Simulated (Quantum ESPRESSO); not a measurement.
Quantum ESPRESSO run on Ir₃Rh (I4mm, 4 atoms in the cell): relaxation of the atoms.

Level of theory: LDA (PZ), GBRV 1.5 ultrasoft (LDA) pseudopotentials (plane waves; Quantum ESPRESSO).

This input was run:

```fortran
&CONTROL
  calculation = 'relax'
  prefix = 'run'
  outdir = './tmp'
  pseudo_dir = './'
  forc_conv_thr = 3.9e-05
/
&SYSTEM
  ibrav = 0
  celldm(1) = 8.9168690100
  nat = 4
  ntyp = 2
  ecutwfc = 40
  ecutrho = 320
  occupations = 'smearing'
  smearing = 'fd'
  degauss = 0.0073499
/
&ELECTRONS
  conv_thr = 1.0d-9
  mixing_beta = 0.4
/
&IONS
/
ATOMIC_SPECIES
Ir   192.2170  ir_lda_v1.2.uspp.F.UPF
Rh   102.9055  rh_lda_v1.4.uspp.F.UPF
ATOMIC_POSITIONS {crystal}
Ir    0.7500000000    0.2500000000    0.5000000000
Ir    0.2500000000    0.7500000000    0.5000000000
Ir    0.5194590000    0.5194590000    0.0000000000
Rh    0.0000000000    0.0000000000    0.0000000000
K_POINTS {automatic}
6 6 6  0 0 0
CELL_PARAMETERS {alat}
  -0.4079272285     0.4079272285     0.8168174536
   0.4079272285    -0.4079272285     0.8168174536
   0.4079272285     0.4079272285    -0.8168174536
```

The program printed (abridged):

```
     Self-consistent Calculation

     iteration #  1     ecut=    40.00 Ry     beta= 0.40

     negative rho (up, down):  1.029E+00 0.000E+00

     total energy              =    -716.43747392 Ry
     estimated scf accuracy    <       3.18049589 Ry

     iteration #  2     ecut=    40.00 Ry     beta= 0.40

     negative rho (up, down):  1.036E+00 0.000E+00

     total energy              =    -715.92023041 Ry
     estimated scf accuracy    <       5.58685917 Ry

     iteration #  3     ecut=    40.00 Ry     beta= 0.40

     negative rho (up, down):  1.002E+00 0.000E+00

     total energy              =    -716.92461534 Ry
     estimated scf accuracy    <       1.61410278 Ry

   [... 8 blocks of this kind left out ...]

     iteration # 12     ecut=    40.00 Ry     beta= 0.40

     negative rho (up, down):  9.853E-01 0.000E+00

     total energy              =    -716.99103121 Ry
     estimated scf accuracy    <          7.1E-09 Ry

     iteration # 13     ecut=    40.00 Ry     beta= 0.40

     negative rho (up, down):  9.853E-01 0.000E+00
     End of self-consistent calculation

     the Fermi energy is    23.1822 ev

!    total energy              =    -716.99103121 Ry
     estimated scf accuracy    <          5.3E-10 Ry
     smearing contrib. (-TS)   =      -0.00967166 Ry
     internal energy E=F+TS    =    -716.98135955 Ry

     convergence has been achieved in  13 iterations

     negative rho (up, down):  9.853E-01 0.000E+00

     Forces acting on atoms (cartesian axes, Ry/au):

     atom    1 type  1   force =     0.00000000    0.00000000    0.03392521
     atom    2 type  1   force =    -0.00000000   -0.00000000    0.03392521
     atom    3 type  1   force =     0.00000000    0.00000000   -0.07854707
     atom    4 type  2   force =    -0.00000000   -0.00000000    0.01069665

     Total force =     0.092660     Total SCF correction =     0.000059

   [... lines left out ...]
     the Fermi energy is    23.1749 ev
!    total energy              =    -717.00186780 Ry
     Total force =     0.000005     Total SCF correction =     0.000010
     bfgs converged in   8 scf cycles and   7 bfgs steps
     Final energy             =    -717.0018677997 Ry
   [... lines left out ...]

     File ./tmp/run.bfgs deleted, as requested
Begin final coordinates

ATOMIC_POSITIONS (crystal)
Ir               0.7548649309        0.2548649309        0.5000000000
Ir               0.2548649309        0.7548649309        0.5000000000
Ir               0.5048640547        0.5048640547        0.0000000000
Rh               0.0048650835        0.0048650835       -0.0000000000
End final coordinates

   JOB DONE.
```

The run converged.  The full log also holds: “SCF correction compared to forces is large: reduce conv_thr to get better values”.

Summary of the result:
- Free energy E − TS = -9755.3074 eV
- Fermi level (on the code's own zero) = 23.17 eV
- Relaxation steps = 7

The starting cell comes from a database of computed structures (which also holds hypothetical and non-ambient phases and stackings), without a prior relaxation at this level. Its lattice was rescaled by up to half a per cent. For this run, on top of that: one atom moved by 0.15 angstrom. Spin polarisation is off. The relaxation keeps the symmetry of its start, so its end need not be a minimum.

Cost on one core of a shared machine: roughly 6 min.
